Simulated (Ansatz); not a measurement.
An Ansatz (a quantum-chemistry and plane-wave program) run: HfO2 with a change (Hf → Ti); r2SCAN, PAW, 500 eV (Ansatz; scalar-relativistic without spin-orbit coupling).

Input:

Ansatz 0.2 input:
```yaml
crystal:
  lattice:
    - [4.8039093621, 0, 0]
    - [0, 4.8664620045, 0]
    - [-0.8646161613, 0, 4.9658624246]
  atoms:
    - { symbol: Ti, position: [0.2770087108, 0.054528844, 0.2145473677] }
    - { symbol: Ti, position: [0.7229912892, 0.554528844, 0.2854526323] }
    - { symbol: Ti, position: [0.7229912892, 0.945471156, 0.7854526323] }
    - { symbol: Ti, position: [0.2770087108, 0.445471156, 0.7145473677] }
    - { symbol: O, position: [0.0635193718, 0.3223365109, 0.3522264856] }
    - { symbol: O, position: [0.9364806282, 0.8223365109, 0.1477735144] }
    - { symbol: O, position: [0.9364806282, 0.6776634891, 0.6477735144] }
    - { symbol: O, position: [0.0635193718, 0.1776634891, 0.8522264856] }
    - { symbol: O, position: [0.4462998388, 0.7579813172, 0.4634020075] }
    - { symbol: O, position: [0.5537001612, 0.2579813172, 0.0365979925] }
    - { symbol: O, position: [0.5537001612, 0.2420186828, 0.5365979925] }
    - { symbol: O, position: [0.4462998388, 0.7420186828, 0.9634020075] }
basis: { ecutwfc: 500, ecutrho_ratio: 4, xc_grid: 4, fft_grid_basis: typed }
kpoints: { mp_grid: { grid: [6, 6, 6] } }
hamiltonian:
  xc: r2scan
  dispersion: none
  pseudopotentials: { kind: paw }
scf: { occupations: { method: fermi_dirac, width: 0.05 }, convergence: { dr2_threshold: 0.0000000012 } }
output: { forces: true, stress: true }
checkpoint: { write: state.ck, write_every: 1000 }
```

Output (explanatory and most iteration lines left out):

```
Pseudopotential: Ti, paw, valence charge 12
Pseudopotential: O, paw, valence charge 6
Crystal: 12 atoms, lattice volume = 116.092 Å³
Basis set: ecut = 500 eV, 2947 PW (Γ), exchange–correlation on 144×144×160 points (64 copies of the dense FFT grid, shifted against one another)
Bands: 60, of which v1, the nominal top of the filled ones, is band 48 counted from 1 (47 counted from 0)
Symmetry: 4 space group operations
Space group: P21/c (ITA 14), of the structure as read, at distance tolerance 4.9e-5 Å
k-points: 80 of 216
Functional: x = r2scan, c = r2scan; τ floored in thin density (d = 2e-4 eV/Å³)
SCF iter   1: F=—  HF=-14584.653978 eV  |F-HF|=—  |Δ(HF+E_count)|=         —  Δρ=2.64e-2  dr2=9.34e-1  dr2_τ=7.83e-1  ethr=1.77e-3  ⟨swp⟩=5.7  Hψ=18348  notcnv=0
SCF iter   2: F=—  HF=-14584.843422 eV  |F-HF|=—  |Δ(HF+E_count)|=   1.89e-1  Δρ=1.25e-2  dr2=8.90e-2  dr2_τ=5.05e-2  ethr=9.73e-4  ⟨swp⟩=3.1  Hψ=9857  notcnv=0  defer=481
SCF 1 converged in 10 iterations: F = -14584.836776 eV  dr2 = 3.86e-10
SCF converged after 10 iterations
Free energy (F): -14584.836776 eV
Internal energy: -14584.836776 eV  (E = F + TS)
E sigma→0 (E₀):  -14584.836776 eV
Fermi energy:    11.304448 eV
--- Forces (eV/Å), atoms counted from 1 ---
  atom   1  Ti    -0.00010783    -0.00002140    -0.00009831
  atom   2  Ti     0.00010783    -0.00002140     0.00009831
  atom   3  Ti     0.00010783     0.00002140     0.00009831
  atom   4  Ti    -0.00010783     0.00002140    -0.00009831
  atom   5  O      0.00023312    -0.00021799     0.00012071
  atom   6  O     -0.00023312    -0.00021799    -0.00012071
  atom   7  O     -0.00023312     0.00021799    -0.00012071
  atom   8  O      0.00023312     0.00021799     0.00012071
  atom   9  O     -0.00017972     0.00005497     0.00007143
  atom  10  O      0.00017972     0.00005497    -0.00007143
  atom  11  O      0.00017972    -0.00005497    -0.00007143
  atom  12  O     -0.00017972    -0.00005497     0.00007143
--- Stress (GPa, compression-positive) ---
       -0.002131       0.000000       0.001322
        0.000000      -0.000445       0.000000
        0.001329       0.000000       0.000685
  P = ⅓ Tr σ = -0.0006 GPa (-0.006 kbar)
```

No phonon test of stability was made. All final runs are without spin polarisation. The cell was made from HfO2 by this change: Hf → Ti; the result is a model cell. This is not the structure that TiO2 has at room temperature and ambient pressure.
